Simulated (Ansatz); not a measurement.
Bond-angle distributions (per cent of the angles at each element, bins of 10°) of a relaxed model of amorphous silicon oxynitride (Si₂₄O₃₆N₈) at 2.53 g/cm³. Computed with PBE, scalar-relativistic without spin-orbit coupling (plane waves to 420 eV, PAW; Ansatz, a first-principles code).

A CHGNet melt-quench gave the starting glass, which DFT then relaxed. O and N atoms were pushed apart under 1.9 Å during the dynamics, to hinder bonds among them. The hot cell started wider than the set density and was brought back towards it in steps. It is the lowest in DFT energy of 2 quenches. It is a model cell: composition and starting density were chosen by hand, and all elements were melted together. No dispersion term was used. Its density started from a set value of 2.77 and ended at 2.53 g/cm³. The simulated quench (nominally 150 K/ps over its main leg) is rapid and tends to freeze in more defects than a deposited or slowly cooled glass has. A cell of this size samples the disorder only roughly. Volume and shape were free in the relaxation.

Cut-offs for bonds: Si-Si 2.60 Å, Si-O 1.90 Å, Si-N 2.02 Å, O-O 1.58 Å, O-N 1.64 Å, N-N 1.70 Å. Two cations that share two anions don't count as bonded, nor two that share one unless they lie closer than Si-Si 2.38 Å.

```
angle (°)  at Si  at O
---------  -----  ----
50-60          0     0
60-70          0     0
70-80          0     0
80-90          3     0
90-100         3     3
100-110       52     0
110-120       31    11
120-130       10    25
130-140        1    17
140-150        0    22
150-160        0     6
160-170        0    17
170-180        0     0
```

They go with these counts of neighbours within the cut-offs, cation contacts included: Si mean 4.0, most often 4; O mean 2.0, most often 2.
